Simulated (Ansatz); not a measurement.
Be₃PN (model structure, started from the Mg3SbN type, Pm-3m, No. 221, 5 atoms in the cell) was calculated with G0W0@PBEsol in Ansatz (hard PAW, contour deformation, complete-basis limit).

Settings: largest k mesh 8×8×8 (not extrapolated in the mesh).

Cell (relaxed with PBEsol):

Be$_{3}$NP has the cubic space group Pm-3m (No. 221), the anti-perovskite structure, Pearson symbol cP5. Lattice parameters: a = b = c = 3.5185 Å, α = β = γ = 90.00°. Be on 3c is surrounded by 2 N at 1.759 Å and 4 P at 2.488 Å (octahedral). P on 1a has 12 Be at 2.488 Å (cuboctahedral). N on 1b is surrounded by 6 Be at 1.759 Å (octahedral). (Neighbours: up to the widest gap in distance over summed covalent radii, below 1.35, at either atom; cation-cation and far metal-metal contacts left out.)

**Question.** What does this level give for the band gap?

**Answer.** 
band gap: 1.59 eV (indirect)

Note: the relaxation could raise the start's symmetry but not lower it, so the cell can be a saddle point; the gap holds a correction of +0.16 eV to the complete basis.

Static lattice: no zero-point or thermal effects.

A model structure was made by putting elements into a prototype or built by hand; it is no filed structure, need not be a known phase, and can be a saddle point held by its symmetry.

Ansatz is a first-principles code.
